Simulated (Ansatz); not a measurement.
Start from LaB₆ (space group Pm-3m, No. 221; a = 4.1297 Å).

Level of theory: DFT with PBEsol, PAW potentials and a 420 eV plane-wave cutoff in Ansatz (an electronic-structure program), without spin-orbit coupling, earlier PAW set.

Before the change:

The volume per atom is 10.06 Å³.

Perturbation: cell and atoms relaxed at a pressure of 60 GPa.

Task: Estimate the effect on the volume per atom.

Result: The volume per atom drops by 2.00 Å³ to 8.06 Å³.

Load acts through the strain it causes; cell and atoms are relaxed under it. Stability against distortions was not tested. No other phases were tried under pressure. All final runs are without spin polarisation. An odd electron count without spin: LaB6.
